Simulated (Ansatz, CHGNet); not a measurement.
For NbP (I4₁md, No. 109, 4 atoms in the cell; start mp-9339), the machine-learned potential CHGNet 0.3.0 (trained on PBE and PBE+U data) gives:

```
Quantity                           Value
------------------------------  --------
equilibrium lattice constant a   3.340 Å
lattice parameter c             11.590 Å
```

**Question.** What does PBE (Ansatz, an electronic-structure program, plane waves, PAW) give for the same quantities?

**Answer.** 
- lattice constant a: 3.347 Å (goes up by 0.2 %)
- lattice parameter c: 11.428 Å (falls by 1.4 %)

Changes are worked out from the printed values.

Unless a cell is named, each level is at its own relaxed cell (CHGNet 0.3.0 16.16, PBE 16.00 Å³/atom).

Caveats: the relaxation could not lower the start's symmetry, so the cell can be a saddle point above a distorted one (CHGNet 0.3.0, PBE). Ansatz's density-functional and Hartree–Fock values are scalar-relativistic unless marked +SOC, with PAW data made under PBE.

A start named mp-… is a Materials Project structure, which need not be a measured phase.
